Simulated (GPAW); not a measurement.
Band structure of MnS (Fm-3m, 2 atoms in the cell).

```xyz
2
Lattice="0.0000 2.4802 2.4802 2.4802 0.0000 2.4802 2.4802 2.4802 0.0000" Properties=species:S:1:pos:R:3 pbc="T T T"
S      0.0000     0.0000     0.0000
Mn     2.4802     2.4802     2.4802
```
Moments meant for the start (each program seeds them in its own way; μB, in the order of the atoms S Mn): 0.0 4.0.

Computed with PBE, GPAW PAW datasets PBE (gpaw-data 1.0.1) (plane waves; GPAW).

Settings: spinpol = true; mode = pw; ecut = 800 eV; xc = PBE; kpts = 9 9 9; mesh shift (steps) = 0 0 0; occupations.name = methfessel-paxton; occupations.width = 0.2 eV; occupations.order = 0; nbands = -10; convergence.density = 1e-05 e/electron; convergence.energy = 1e-05 eV/electron; symmetry.symmorphic = false; symmetry.tolerance = 0.0005.

The starting cell was generated: these elements placed on a structure prototype, without a prior relaxation; it need not be a known phase or ordering of this composition. Its lattice was rescaled by a random factor within 2.5 % of one. With one magnetic atom in the cell only a parallel order is possible.

Levels in eV from the Fermi level, bands 10 to 16 of the first spin channel:
| point | 10 | 11 | 12 | 13 | 14 | 15 | 16 |
|---|---|---|---|---|---|---|---|
| Γ | -3.26 | -2.13 | -2.13 | -2.13 | 2.86 | 8.88 | 8.88 |
| X | -2.90 | -2.43 | -2.43 | -1.74 | 1.19 | 5.78 | 11.42 |
| W | -2.49 | -2.43 | -1.99 | -1.85 | 4.98 | 7.25 | 7.44 |
| K | -2.54 | -2.24 | -1.82 | -1.17 | 2.96 | 6.58 | 9.02 |
| L | -2.62 | -2.17 | 1.07 | 1.07 | 2.84 | 5.40 | 5.40 |
| U | -2.54 | -2.24 | -1.82 | -1.17 | 2.96 | 6.58 | 9.02 |

Bands cross the Fermi level along this path, so the cell is metallic at this level.

The net moment of the cell came out as 4.10 μB.
